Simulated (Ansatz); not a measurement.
# What isotropic strain +1.00 % does to CdS

Consider CdS in the zinc blende structure (space group F-43m, No. 216; a = 5.878 Å).

It is then changed as follows: an isotropic linear strain of +1.00 %, atoms relaxed at fixed cell.

The values are results of r2SCAN (Ansatz, a quantum-chemistry and plane-wave program), no spin-orbit coupling, not measurements. k-mesh 10×10×10 (Γ-centred); smearing 0.05 eV (Fermi–Dirac).

| quantity | base | changed | shift |
|---|---|---|---|
| space group | F-43m (No. 216) | F-43m (No. 216) | – |
| energy relative to the base (free energy F) | 0 meV/atom | +4.2 meV/atom | +4.2 meV/atom |
| band gap | 1.54 eV | 1.47 eV | -0.07 eV |
| gap character | direct at Γ | direct at Γ | – |
| mean gap deformation potential ΔEg/Δln V | – | -2.3 eV | – |
| width of the top valence band | 2.16 eV | 2.06 eV | -0.10 eV |
| electron mass | 0.15 mₑ (at Γ) | 0.15 mₑ (at Γ) | – |
| hole mass (degenerate bands, along [100]) | 0.16, 0.78, 0.78 mₑ (at Γ) | 0.16, 0.82, 0.82 mₑ (at Γ) | – |

Final structure:

```
CdS
1.0
    0.00000     2.96822     2.96822
    2.96822     0.00000     2.96822
    2.96822     2.96822     0.00000
Cd S
1 1
Direct
  0.00000   0.00000   0.00000
  0.25000   0.25000   0.25000
```

Effective masses come from finite differences of ±0.01 Å⁻¹. No phonon test of stability was made.
